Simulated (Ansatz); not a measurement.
End structure of the (10-13) surface of hcp Ru in its 1x1 cell, outermost plane spacing 0.20 Å in the ideal cut:

```
CELL_PARAMETERS angstrom
      2.72140     0.00000     0.00000
     -1.36070     8.27169     0.00000
      0.00000     0.00000    26.00000
ATOMIC_POSITIONS crystal
  Ru 0.26256 0.52509 0.31338
  Ru 0.49302 0.98603 0.32146
  Ru 0.64422 0.28840 0.35372
  Ru 0.87362 0.74728 0.36088
  Ru 0.01986 0.03971 0.40244
  Ru 0.24795 0.49583 0.40979
  Ru 0.39803 0.79601 0.44885
  Ru 0.62871 0.25743 0.45709
  Ru 0.77708 0.55417 0.49621
  Ru 0.00520 0.01038 0.50379
  Ru 0.15356 0.30712 0.54291
  Ru 0.38425 0.76854 0.55115
  Ru 0.53433 0.06872 0.59021
  Ru 0.76242 0.52484 0.59756
  Ru 0.90865 0.81728 0.63912
  Ru 0.13805 0.27615 0.64628
  Ru 0.28925 0.57852 0.67854
  Ru 0.51972 0.03946 0.68662
```

Model: 18-atom slab, 10.0 Å thick at the start (thin: gaps and levels are the slab's own), 14x5x1 mesh, Fermi-Dirac 0.1 eV, dipole correction, single point; on the structure that PBE left under its start's symmetry; no spin, no spin-orbit, no U.

### Question
Estimate the surface energy (mean of both faces) that r2SCAN, at the PBE geometry in Ansatz (a quantum-chemistry and plane-wave program) returns for this input.

### Answer
205 meV/Å²

### Question
Predict the work function of the top face from r2SCAN, at the PBE geometry.

### Answer
4.45 eV
